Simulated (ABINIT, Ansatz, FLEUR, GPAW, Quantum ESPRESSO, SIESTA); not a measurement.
Code comparison for In₂Ag (I4/mcm, 6 atoms in the cell)

Self-consistent single point.

```
CELL_PARAMETERS angstrom
     -3.47150     3.47150     2.78740
      3.47150    -3.47150     2.78740
      3.47150     3.47150    -2.78740
ATOMIC_POSITIONS crystal
  In 0.34544 0.15456 0.50000
  In 0.65456 0.84544 0.50000
  In 0.15456 0.65456 0.80912
  In 0.84544 0.34544 0.19088
  Ag 0.75000 0.75000 0.00000
  Ag 0.25000 0.25000 0.00000
```

Shared settings, as Ansatz (an electronic-structure program) writes them: kpoints.mp_grid.grid = 5 5 5; scf.occupations.method = fermi_dirac; scf.occupations.width = 0.0073 Ry. Potentials and cutoffs stand in the table.

```csv
code,model,pressure (GPa),largest force (eV/Å),cutoff
GPAW,"PBEsol, GPAW PAW datasets PBEsol (made by gpaw-setup)",-1.88,0.016,600 eV
Ansatz,"PBEsol, PAW files made with PBE",-1.58,0.003,default
SIESTA,"GGA PBEsol, numerical atomic orbitals DZP, PseudoDojo PBEsol standard norm-conserving potentials (rewritten from UPF to PSML)",-1.66,0.039,grid 350 Ry
FLEUR,"PBEsol, all-electron FLAPW (FLEUR), scalar-relativistic valence",–,0.003,Kmax 4.1 1/bohr
ABINIT,"PBEsol, PAW (JTH v2.0 PBE PAW, files made for PBE)",-2.13,0.016,544 eV
Quantum ESPRESSO,"PBEsol, GBRV 1.5 ultrasoft (PBESOL) pseudopotentials",-2.91,0.001,40 Ry
```

A dash marks a value that a program does not give, or that is left out as unsure.

The spread over the programs that give each value: pressure within 1.33 GPa; largest force within 0.038 eV/Å.

SIESTA uses small atom-centred bases, whose incompleteness enters pressures, forces and empty levels differently from a plane-wave cutoff. FLEUR treats all electrons, but the usual bases taken here (sphere radii, linearisation, local orbitals, empty states) were not tested for convergence, so the values are no reference for the others. Ansatz's pressure is given at a fixed set of plane waves, as the other plane-wave codes print theirs; with its correction for the finite basis it is -1.54 GPa.

The starting cell comes from a database of computed structures (which also holds hypothetical and non-ambient phases and stackings), without a prior relaxation at this level.

Keys are those of Ansatz 0.2.
